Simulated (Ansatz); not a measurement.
AlP (model structure, started from the BN type, Pm-3n, No. 223, 12 atoms in the cell) was calculated with HSE06 (PAW; Ansatz, a first-principles code).

Numerical settings: plane-wave cutoff 460 eV, 4×4×4 k mesh, Fermi–Dirac smearing 0.01 eV, scalar-relativistic PAW data made under PBE.

The cell is the one relaxed with PBEsol. Conventional cell: a = 6.7258 Å, b = 6.7258 Å, c = 6.7258 Å, α = 90.00°, β = 90.00°, γ = 90.00°.

```yaml
crystal:
  lattice:
    - [6.72584, 0.00000, 0.00000]
    - [0.00000, 6.72584, 0.00000]
    - [0.00000, 0.00000, 6.72584]
  atoms:
    - { symbol: Al, position: [0.25000, 0.00000, 0.50000] }
    - { symbol: Al, position: [0.50000, 0.25000, 0.00000] }
    - { symbol: Al, position: [0.50000, 0.75000, 0.00000] }
    - { symbol: Al, position: [0.75000, 0.00000, 0.50000] }
    - { symbol: Al, position: [0.00000, 0.50000, 0.75000] }
    - { symbol: Al, position: [0.00000, 0.50000, 0.25000] }
    - { symbol: P, position: [0.25000, 0.50000, 0.00000] }
    - { symbol: P, position: [0.00000, 0.25000, 0.50000] }
    - { symbol: P, position: [0.00000, 0.75000, 0.50000] }
    - { symbol: P, position: [0.75000, 0.50000, 0.00000] }
    - { symbol: P, position: [0.50000, 0.00000, 0.75000] }
    - { symbol: P, position: [0.50000, 0.00000, 0.25000] }
```

**Question.** List the 34 lowest band energies at Γ above −25 eV (eV, relative to the valence band maximum), grouping those that round alike.

**Answer.** At Γ: -12.70, -11.51 (×2), -10.06 (×3), -6.54 (×2), -5.43 (×3), -5.16, -2.47 (×3), -1.72 (×3), -1.50 (×3), 0.00 (×3), 2.47 (×3), 3.30, 4.20 (×3), 4.36, 4.73 (×2).

Note: the run warned that its exchange threshold was loose for the stress; the relaxation could raise the start's symmetry but not lower it, so the cell can be a saddle point.

A model structure was made by putting elements into a prototype or built by hand; it is no filed structure, need not be a known phase, and can be a saddle point held by its symmetry.
